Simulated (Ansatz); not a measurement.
# A computed series for La2O3: pressure series

Start from La2O3 (space group P-3m1, No. 164; a = 3.935 Å, c = 6.126 Å).

Cell and atoms are relaxed at each pressure.

Level of theory: DFT with r2SCAN, PAW potentials and a 500 eV plane-wave cutoff in Ansatz (an electronic-structure program), no SOC.

| P (GPa) | V (Å³/atom) |
|---|---|
| -2.00 | 16.728 |
| -1.00 | 16.578 |
| 0.90 | 16.307 |
| 2.10 | 16.146 |
| 4.51 | 15.845 |
| 9.00 | 15.339 |
| 14.99 | 14.765 |
| 22.50 | 14.166 |
| 30.00 | 13.675 |

Question: Fit a third-order Birch–Murnaghan equation of state.

Answer: Least squares on P(V) = (3B₀/2)[(V₀/V)^(7/3) − (V₀/V)^(5/3)]·[1 + (3/4)(B₀′ − 4)((V₀/V)^(2/3) − 1)] gives V₀ = 16.43 Å³/atom, B₀ = 110 GPa and B₀′ = 3.9.

Load acts through the strain it causes; cell and atoms are relaxed under it. No phonon test of stability was made. Competing high-pressure phases were not computed.
